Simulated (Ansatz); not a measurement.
CuI, response to strain

The parent structure is CuI in the wurtzite structure (space group P6_3mc, No. 186).

```
CELL_PARAMETERS angstrom
      4.18699     0.00000     0.00000
     -2.09349     3.62604     0.00000
      0.00000     0.00000     6.89779
ATOMIC_POSITIONS crystal
  Cu 0.66667 0.33333 0.87373
  Cu 0.33333 0.66667 0.37373
  I  0.66667 0.33333 0.50127
  I  0.33333 0.66667 0.00127
```

Cartesian axes are those of the cell as printed.

Strains are applied to the cell and any free atomic positions relax; under biaxial strain the out-of-plane vector relaxes too.

Computed with Kohn–Sham DFT with the PBEsol functional, run in Ansatz (a quantum-chemistry and plane-wave program) with PAW and 420 eV plane waves, no SOC.

Notes on the quantities. energy relative to the base: free energy F; pressure: mean of the normal stresses, compression positive.

```json
[
 {"variant": "base", "energy relative to the base": "0 meV/atom", "volume per atom": "26.18 Å³", "electron mass": "0.13 mₑ along c, 0.15 mₑ across (at Γ)", "pressure": "0.00 GPa"},
 {"variant": "biaxial strain −0.51 %, plane normal [001], relaxed out of plane", "energy relative to the base": "–", "volume per atom": "26.01 Å³", "electron mass": "(withheld)", "pressure": "0.30 GPa"},
 {"variant": "isotropic strain −5.51 %", "energy relative to the base": "+139 meV/atom", "volume per atom": "22.09 Å³", "electron mass": "0.14 mₑ along c, 0.17 mₑ across (at Γ)", "pressure": "12.97 GPa"},
 {"variant": "uniaxial strain ε_xx = +5.81 %", "energy relative to the base": "+18 meV/atom", "volume per atom": "27.70 Å³", "electron mass": "0.15 mₑ along y, 0.14 mₑ across (at Γ)", "pressure": "-2.37 GPa"},
 {"variant": "uniaxial strain ε_yy = +2.49 %", "energy relative to the base": "(withheld)", "volume per atom": "26.83 Å³", "electron mass": "0.14 mₑ along z, 0.15 mₑ across (at Γ)", "pressure": "-1.12 GPa"},
 {"variant": "uniaxial strain ε_yy = +3.86 %", "energy relative to the base": "+8.4 meV/atom", "volume per atom": "27.19 Å³", "electron mass": "0.15 mₑ along x, 0.14 mₑ across (at Γ)", "pressure": "-1.67 GPa"},
 {"variant": "tensor shear ε_yz = −1.19 %", "energy relative to the base": "+0.6 meV/atom", "volume per atom": "26.18 Å³", "electron mass": "0.13 mₑ along z, 0.15 mₑ across (at Γ)", "pressure": "0.00 GPa"}
]
```

Problem. Complete the table.

Solution. 
- biaxial strain −0.51 %, plane normal [001], relaxed out of plane, electron mass: 0.13 mₑ out of plane, 0.15 mₑ in plane (at Γ)
- uniaxial strain ε_yy = +2.49 %, energy relative to the base: +3.5 meV/atom

Spin-orbit coupling, missing from the scalar runs, can matter with I. The levels and masses belong to the bands next to the band gap. Masses are band curvatures over ±0.01 Å⁻¹ around the edge. Stability against distortions was not tested. All final runs are without spin polarisation. This is not the structure that CuI has at room temperature and ambient pressure.
